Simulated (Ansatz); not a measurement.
Consider Mg in the hcp (Mg type) structure (space group P6_3/mmc, No. 194; relaxed with 0.1 eV smearing).

```xyz
2
Lattice="3.1751 0.0000 0.0000 -1.5876 2.7497 0.0000 0.0000 0.0000 5.1628" Properties=species:S:1:pos:R:3 pbc="T T T"
Mg     1.5876     0.9166     1.2907
Mg     0.0000     1.8332     3.8721
```

Cartesian axes are those of the cell as printed.

Calculations: PBEsol/PAW in Ansatz (a first-principles code), without spin-orbit coupling.

It is then changed as follows: the cell is stretched by 2.00 % along z with no lateral relaxation, atoms relaxed at fixed cell.

Question: Predict the stress tensor and what it implies for the stiffness.

Answer: Stress of the strained cell less that of the base (GPa, compression positive):
```
   -0.4     0.0     0.0
    0.0    -0.4     0.0
    0.0     0.0    -1.3
```

Then −Δσ_ii/ε with ε = 0.0200 gives secant stiffness values (nonlinear terms included at this strain): C33 ≈ 66 GPa, C13 ≈ 18 GPa and C23 ≈ 18 GPa.

No phonon test of stability was made.
